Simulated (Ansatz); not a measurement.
GaN-ML on WSe2 (WSe2 trigonal-prismatic (1H); facing N atop Se, held by symmetry; GaN-ML a predicted or substrate-bound sheet, here free; layers strained to one cell), space group P3m1.

The geometry comes from a PBE+D3(BJ) relaxation.

```
CELL_PARAMETERS angstrom
      3.28548     0.00000     0.00000
     -1.64274     2.84531     0.00000
      0.00000     0.00000    24.71000
ATOMIC_POSITIONS crystal
  Se 0.66667 0.33333 0.35922
  W  0.33333 0.66667 0.42740
  Se 0.66667 0.33333 0.49559
  Ga 0.00000 0.00000 0.64274
  N  0.66667 0.33333 0.64324
```

Computed with HSE06 (plane waves to 420 eV, PAW; Ansatz, a first-principles code). Spin–orbit coupling is left out; with elements this heavy it can move edges by tenths of an eV. Its k-point mesh 9×9×1, Fermi–Dirac width 0.01 eV. HSE06 ran on meshes of its own (9×9×1); its edges and gaps are taken over the mesh and over extra points off it, mostly where PBE has its edges. A dipole correction is on.

List the levels next to the gap at (0.333, 0.333, 0.000) of this cell's own (folded) zone, from the top of the valence band (the table ends after a fixed count of bands, which can cut a degenerate set).


| band | E − E_v (eV) |
|---|---|
| v4 | -3.797 |
| v3 | -2.810 |
| v2 | -0.655 |
| v1 | 0.000 |
| c1 | 2.146 |
| c2 | 3.325 |
| c3 | 4.266 |
| c4 | 5.427 |
